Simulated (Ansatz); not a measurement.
# Hypothetical zinc blende BiB, thickness series

Base system: BiB in the zinc blende structure (space group F-43m, No. 216; a = 5.4556 Å; a hypothetical phase, not in the database extracts checked). Axes: x, y, z lie along the cube axes.

Free-standing slabs (2 atom(s) a layer) normal to [110] with 15 Å of vacuum; in-plane cell held at bulk.

The values are results of PBEsol (Ansatz, a quantum-chemistry and plane-wave program), without spin-orbit coupling, not measurements.

Notes on the quantities. excess energy per area of both faces: slab less bulk energy over the cell's area: twice a surface energy; uncertain by up to 0.1 J/m²; layer's space group: with vacuum.

| change | band gap | excess energy per area of both faces | thickness between the outermost nuclei | shortest interatomic distance | layer's space group |
|---|---|---|---|---|---|
| base | 0.45 eV | – | – | 4.464 bohr | – |
| 1 layer | zero | – | – | 4.153 bohr | Pmm2 (No. 25) |
| 2 layers | 0.48 eV | 1.55 J/m² | 2.35 Å | 4.333 bohr | Pmn2_1 (No. 31) |
| 3 layers | zero | 1.89 J/m² | 4.28 Å | 4.361 bohr | Pmm2 (No. 25) |
| 4 layers | zero | 1.9 J/m² | 6.25 Å | 4.345 bohr | Pmn2_1 (No. 31) |
| 5 layers | zero | 1.9 J/m² | 8.15 Å | 4.333 bohr | Pmm2 (No. 25) |
| 6 layers | zero | 1.9 J/m² | 10.08 Å | 4.337 bohr | Pmn2_1 (No. 31) |
| 7 layers | zero | 1.9 J/m² | 12.00 Å | 4.335 bohr | Pmm2 (No. 25) |

Slab and bulk use different k-meshes, which limits the precision of the excess energy. With Bi present, leaving out spin-orbit coupling can change the band edges. Whether these cells are dynamically stable was not tested. The final runs are not spin-polarised. A zero or small gap of BiB can be the functional's error rather than a property of the material.
